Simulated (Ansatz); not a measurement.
Base system: GaAs in the zinc blende structure (space group F-43m, No. 216; a = 5.746 Å).

Level of theory: Ansatz (a first-principles code) PBE, scalar-relativistic without spin-orbit coupling.

Strains are applied to the cell and any free atomic positions relax.

One change was made to it. Results:

| quantity | base | after |
|---|---|---|
| energy relative to the base (free energy F) | 0 meV/atom | +32 meV/atom |
| pressure | 0.0 GPa | -4.3 GPa |
| band gap | 0.16 eV | zero |

Which change produced these results?
(A) isotropic strain +2.00 %
(B) isotropic strain +3.00 %
(C) isotropic strain +2.50 %

B, isotropic strain +3.00 %. For comparison, the energy relative to the base in the other runs: isotropic strain +2.50 % gives +23 meV/atom; isotropic strain +2.00 % gives +15 meV/atom.

The mesh was chosen for an insulator and is coarse for the gapless case. Stability against distortions was not tested. The final runs are not spin-polarised. The zero or small gap of GaAs can change with the level of theory.
